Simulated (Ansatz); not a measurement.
```xyz
2
Lattice="0.0000 2.4489 2.4489 2.4489 0.0000 2.4489 2.4489 2.4489 0.0000" Properties=species:S:1:pos:R:3 pbc="T T T"
B      0.0000     0.0000     0.0000
As     1.2245     1.2245     1.2245
```

Calculation: PBE with spin-orbit coupling, rigid bands (plane waves, PAW; Ansatz, a quantum-chemistry and plane-wave program). Condition of this run: hydrostatic pressure of -9.6 GPa (compression positive) (the target of the relaxation). Geometry: cell and atoms relaxed with PBEsol, then loaded as said.

Problem. Predict the hole conductivity mass (n e² τ/σ) at 300 K, by direction if it differs.

Solution. 0.35 mₑ.

Problem. Predict the electron conductivity mass (n e² τ/σ) at 300 K, by direction if it differs.

Solution. 0.31 mₑ.

Problem. And the band gap?

Solution. 1.19 eV at this level; semilocal functionals usually fall short of the measured gap.

Rigid bands, one relaxation time for all states, no polarons. Geometry: cell and atoms relaxed with PBEsol.
